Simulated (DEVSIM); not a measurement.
## abrupt Ge n-p junction

Structure: abrupt Ge n-p junction, at 350 K.

```tsv
layer (left to right)	material	thickness (μm)	Nd (cm⁻³)	Na (cm⁻³)	τn (s)	τp (s)
1	Ge	17.0	6.5e15	-	0.00014	0.00014
2	Ge	210	-	1.8e14	0.00014	0.00014
```

Left contact: ohmic. Right contact: ohmic. Voltage is applied to the left contact. Recombination: SRH at mid-gap, radiative. Mobility is μmin + (μ − μmin)/(1 + (N/Nref)^α).

Constants are typed, rounded textbook-type inputs, not results; the design itself was drawn at random and stands for no fabricated device. Values at 300 K; Nc and Nv go as T^1.5, mobilities as T to minus their exponent, the gap by Varshni's rule with the affinity fixed.

```
parameter               Ge
----------------  --------
gap (eV)             0.664
affinity (eV)            4
permittivity            16
Nc (cm⁻³)          1.04e19
Nv (cm⁻³)             6e18
μn (cm²/Vs)           3900
μp (cm²/Vs)           1900
μn,min                 150
μp,min                 100
Nref,n              2.6e17
Nref,p                4e17
αn                    0.56
αp                     0.6
T exponent of μn      1.66
T exponent of μp      2.33
B (cm³/s)          6.4e-14
Varshni α (eV/K)  0.000477
Varshni β (K)          235
```

Model (solved in DEVSIM): 1D drift-diffusion, Boltzmann statistics, complete ionisation; no tunnelling, impact ionisation, image-force lowering or self-heating.

The potential step across the device at zero bias comes out as 0.113 V, the largest field in the device at zero bias is 4100 V/cm and the dark forward voltage at 1 A/cm² comes out as 0.104 V.

Dark forward current:

```csv
V (V),J (A/cm²)
-0.05,-0.33
-0.10,-0.94
-0.15,-1.9
-0.20,-3.2
-0.30,-6.9
-0.35,-9.3
-0.40,-12
-0.45,-15
-0.50,-19
-0.55,-23
-0.65,-32
-0.70,-37
-0.75,-42
-0.80,-48
-0.85,-54
-0.90,-60
-1.00,-74
-1.05,-81
-1.10,-89
-1.15,-97
```
